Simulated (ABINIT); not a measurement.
**A self-consistent single point of Ti4P3 (I-43d, 14 atoms in the cell) with ABINIT**

Method of the run: PBEsol, PAW (JTH v2.0 PBE PAW, files made for PBE) (plane waves; ABINIT).

The input file:

```
# Ti4P3, JTH v2.0 PBE PAW
pp_dirpath "./"
pseudos "P.GGA_PBE-JTH.xml, Ti.GGA_PBE-JTH.xml"
acell 3*1.0
rprim
        -6.9274770804    6.9274770804    6.9274770804
         6.9274770804   -6.9274770804    6.9274770804
         6.9274770804    6.9274770804   -6.9274770804
natom 14
ntypat 2
znucl 15 22
typat 1 1 1 1 1 1 2 2 2 2 2 2 2 2
xcart
         5.1956078103    0.0000000000    3.4637385402
         3.4637385402    5.1956078103    0.0000000000
         1.7318692701    0.0000000000   10.3912156206
        10.3912156206    1.7318692701   -0.0000000000
         0.0000000000    3.4637385402    5.1956078103
         0.0000000000   10.3912156206    1.7318692701
         1.0252666079    1.0252666079    1.0252666079
        -2.4384719323    2.4384719323    9.3659490127
        -1.0252666079    5.9022104725    1.0252666079
         9.3659490127   -2.4384719323    2.4384719323
         1.0252666079   -1.0252666079    5.9022104725
         4.4890051481    4.4890051481    4.4890051481
         5.9022104725    1.0252666079   -1.0252666079
         2.4384719323    9.3659490127   -2.4384719323
ecut 60 Ry
pawecutdg 120 Ry
pawxcdev 0
ixc -116133
occopt 6
tsmear 0.00183747
nband 78
kptopt 1
ngkpt 5 5 5
nshiftk 1
shiftk 0 0 0
nstep 60
tolvrs 1.0e-10
prtwf 0
prtden 0
```

Log, with long lists cut:

```
 Symmetries : space group I-4 3 d (#220); Bravais cI (body-center cubic)

 -outvars: echo values of preprocessed input variables --------
            acell      1.0000000000E+00  1.0000000000E+00  1.0000000000E+00 Bohr
             ecut      3.00000000E+01 Hartree
              ixc     -116133
         kptrlatt        5    0    0      0    5    0      0    0    5
          kptrlen      5.99937114E+01
            natom          14
            nband          78
            ngfft          60      60      60
          ngfftdg          90      90      90
             nkpt          10
            nstep          60
             nsym          24
           ntypat           2
           occopt           6
        pawecutdg      6.00000000E+01 Hartree
         pawxcdev           0
            rprim     -6.9274770804E+00  6.9274770804E+00  6.9274770804E+00
                       6.9274770804E+00 -6.9274770804E+00  6.9274770804E+00
                       6.9274770804E+00  6.9274770804E+00 -6.9274770804E+00
          spgroup         220
           tolvrs      1.00000000E-10
           tsmear      1.83747000E-03 Hartree
            typat      1  1  1  1  1  1  2  2  2  2  2  2  2  2
           useylm           1
             xred      2.5000000000E-01  6.2500000000E-01  3.7500000000E-01
                       3.7500000000E-01  2.5000000000E-01  6.2500000000E-01
                       7.5000000000E-01  8.7500000000E-01  1.2500000000E-01
                       1.2500000000E-01  7.5000000000E-01  8.7500000000E-01
                       6.2500000000E-01  3.7500000000E-01  2.5000000000E-01
                       8.7500000000E-01  1.2500000000E-01  7.5000000000E-01
                       1.4800000000E-01  1.4800000000E-01  1.4800000000E-01
                       8.5200000000E-01  5.0000000000E-01  0.0000000000E+00
                       5.0000000000E-01  0.0000000000E+00  3.5200000000E-01
   [... lines left out ...]
                       0.0000000000E+00  3.5200000000E-01  5.0000000000E-01
                       5.0000000000E-01  0.0000000000E+00  8.5200000000E-01
            znucl       15.00000   22.00000

== DATASET  1 ==================================================================

 Real(R)+Recip(G) space primitive vectors, cartesian coordinates (Bohr,Bohr^-1):
 R(1)= -6.9274771  6.9274771  6.9274771  G(1)=  0.0000000  0.0721763  0.0721763
 R(2)=  6.9274771 -6.9274771  6.9274771  G(2)=  0.0721763  0.0000000  0.0721763
 R(3)=  6.9274771  6.9274771 -6.9274771  G(3)=  0.0721763  0.0721763  0.0000000
 Unit cell volume ucvol=  1.3297968E+03 bohr^3
 Angles (23,13,12)=  1.09471221E+02  1.09471221E+02  1.09471221E+02 degrees

 Coarse grid specifications (used for wave-functions):

 getcut: wavevector=  0.0000  0.0000  0.0000  ngfft=  60  60  60
         ecut(hartree)=     30.000   => boxcut(ratio)=   2.02810

 Fine grid specifications (used for densities):

 getcut: wavevector=  0.0000  0.0000  0.0000  ngfft=  90  90  90
         ecut(hartree)=     60.000   => boxcut(ratio)=   2.15113

   2.60353180E+04                                ecore*ucvol(ha*bohr**3)

_setup2: Arith. and geom. avg. npw (full set) are   10434.344   10434.339
--- !BeginCycle
solver: {iscf: 17, nstep: 60, nline: 4, wfoptalg: 10, }
tolerances: {tolvrs: 1.00E-10, }
...

     iter   Etot(hartree)      deltaE(h)  residm     nres2
 ETOT  1  -502.84601678056    -5.028E+02 4.492E+00 3.614E+01
 ETOT  2  -509.48361708797    -6.638E+00 4.430E-02 9.841E+01
 ETOT  3  -509.94257716432    -4.590E-01 1.500E-01 3.185E+02
 ETOT  4  -509.33190775198     6.107E-01 4.032E-02 1.616E+01
 ETOT  5  -509.35366091033    -2.175E-02 2.289E-02 1.603E+01
 ETOT  6  -509.32977652535     2.388E-02 1.055E-02 3.720E-01
   [... 5 lines left out ...]
 ETOT 12  -509.32983386699    -4.972E-10 2.657E-03 2.297E-06
 ETOT 13  -509.32983386254     4.452E-09 3.687E-04 8.055E-08
 ETOT 14  -509.32983386268    -1.378E-10 2.105E-03 3.483E-09
 ETOT 15  -509.32983386271    -2.814E-11 7.311E-04 5.404E-10
 ETOT 16  -509.32983386271    -2.444E-12 2.034E-03 4.555E-11
 At SCF step   16       nres2   =  4.56E-11 < tolvrs=  1.00E-10 =>converged.

 Cartesian components of stress tensor (hartree/bohr^3)
  sigma(1 1)= -3.63370183E-05  sigma(3 2)=  0.00000000E+00
  sigma(2 2)= -3.63370183E-05  sigma(3 1)=  0.00000000E+00
  sigma(3 3)= -3.63370183E-05  sigma(2 1)=  0.00000000E+00

 ----iterations are completed or convergence reached----

 reduced coordinates (array xred) for   14 atoms
       0.250000000000      0.625000000000      0.375000000000
       0.375000000000      0.250000000000      0.625000000000
       0.750000000000      0.875000000000      0.125000000000
       0.125000000000      0.750000000000      0.875000000000
       0.625000000000      0.375000000000      0.250000000000
       0.875000000000      0.125000000000      0.750000000000
       0.148000000000      0.148000000000      0.148000000000
       0.852000000000      0.500000000000      0.000000000000
       0.500000000000      0.000000000000      0.352000000000
       0.000000000000      0.852000000000      0.500000000000
       0.352000000000      0.500000000000      0.000000000000
       0.648000000000      0.648000000000      0.648000000000
       0.000000000000      0.352000000000      0.500000000000
       0.500000000000      0.000000000000      0.852000000000
 cartesian forces (eV/Angstrom) at end:
    1      0.00000000000000     0.00000000000000    -0.00000000000000
    2      0.00000000000000     0.00000000000000    -0.00000000000000
    3      0.00000000000000     0.00000000000000    -0.00000000000000
    4      0.00000000000000     0.00000000000000    -0.00000000000000
    5      0.00000000000000     0.00000000000000    -0.00000000000000
    6      0.00000000000000     0.00000000000000    -0.00000000000000
    7     -0.20841858025480    -0.20841858025480    -0.20841858025480
    8     -0.20841858025480     0.20841858025480     0.20841858025480
    9      0.20841858025480     0.20841858025480    -0.20841858025480
   10      0.20841858025480    -0.20841858025480     0.20841858025480
   11     -0.20841858025480     0.20841858025480     0.20841858025480
   [... lines left out ...]
 Fermi (or HOMO) energy (hartree) =   0.39157   Average Vxc (hartree)=  -0.43572
   [... lines left out ...]
   2.00000    2.00000    2.00000    2.00000    2.00000    2.00000    2.00000    2.00000
   2.00000    2.00000    2.00000    2.00000    2.00000    2.00000    2.00000    2.00000
   2.00000    2.00000    2.00000    2.00000    2.00000    2.00000    2.00000    2.00000
   2.00000    2.00000    2.00000    2.00000    2.00000    2.00000    2.00000    2.00000
  -0.00000   -0.00000   -0.00000    0.00000    0.00000    0.00000    0.00000    0.00000
   0.00000    0.00000    0.00000    0.00000    0.00000    0.00000
 prteigrs : prtvol=0 or 1, do not print more k-points.

--- !EnergyTerms
comment             : Components of total free energy in Hartree
kinetic             :  7.87791941638583E+01
hartree             :  9.98081714825996E+01
xc                  : -3.99479282287219E+01
Ewald energy        : -3.87305403606081E+02
psp_core            :  1.95784182367174E+01
local_psp           : -2.89676847470570E+02
spherical_terms     :  9.43468774782375E+00
internal            : -5.09329707674374E+02
'-kT*entropy'       : -1.29140196452792E-04
total_energy        : -5.09329836814571E+02
total_energy_eV     : -1.38595697009124E+04
...

-Cartesian components of stress tensor (GPa)         [Pressure=  1.0691E+00 GPa]
- sigma(1 1)= -1.06907181E+00  sigma(3 2)=  0.00000000E+00
- sigma(2 2)= -1.06907181E+00  sigma(3 1)=  0.00000000E+00
- sigma(3 3)= -1.06907181E+00  sigma(2 1)=  0.00000000E+00

 Calculation completed.
```

The run converged in 16 iterations.

The starting cell comes from a database of published, mostly measured structures (it also holds non-ambient and calculated ones), without a prior relaxation at this level. Its lattice was rescaled by a random factor within 2.5 % of one. Spin polarisation is off, so a magnetic state, if there is one, cannot be reached. The potentials were made for another functional than the one used.

Cost on one core of a shared machine: roughly 20 min.
